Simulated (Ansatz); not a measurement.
The parent structure is HgTe in the zinc blende structure (space group F-43m, No. 216; a = 6.651 Å).

Method: DFT with PBE, PAW potentials and a 420 eV plane-wave cutoff in Ansatz (an electronic-structure program), no spin-orbit coupling, earlier PAW set.

Before the change:

The pressure is 0.0 GPa.

Now apply this change: the cell is scaled by 0.9870 in all directions, atoms relaxed at fixed cell.

Q: How does this affect the energy relative to the base?

A: The energy goes up by 6.3 meV/atom.

Q: How does this affect the pressure?

A: The pressure goes from zero to 1.5 GPa.

The cells carry an imposed strain or load. Stability against distortions was not tested. All final runs are without spin polarisation.
